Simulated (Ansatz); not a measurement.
**Mo2N (I4₁/amd, No. 141, 6 atoms in the cell; start COD 1541975)**

The numbers are results of PBEsol (Ansatz, a quantum-chemistry and plane-wave program, PAW), not measurements.

Numerical settings: plane-wave cutoff 520 eV, 18×18×18 k mesh, Fermi–Dirac smearing 0.05 eV, no spin polarisation, scalar-relativistic PAW data made under PBE.

Cell (relaxed at this level):

```
Mo2N
1.0
   -2.10689     2.10689     3.97653
    2.10689    -2.10689     3.97653
    2.10689     2.10689    -3.97653
Mo N
4 2
Direct
  0.26067   0.26067   0.00000
  0.01067   0.51067   0.50000
  0.48933   0.98933   0.50000
  0.73933   0.73933   0.00000
  0.00000   0.00000   0.00000
  0.75000   0.25000   0.50000
```

For Mo2N (I4₁/amd, No. 141, 6 atoms in the cell; start COD 1541975), the bulk modulus B0 is 316 GPa.

Note: the run has no spin polarisation, so it can have missed a magnetic state; the bulk modulus is −V dP/dV from two relaxed cells at ±2 % in volume; the relaxation could not lower the start's symmetry, so the cell can be a saddle point above a distorted one.

Static lattice: no zero-point or thermal effects.
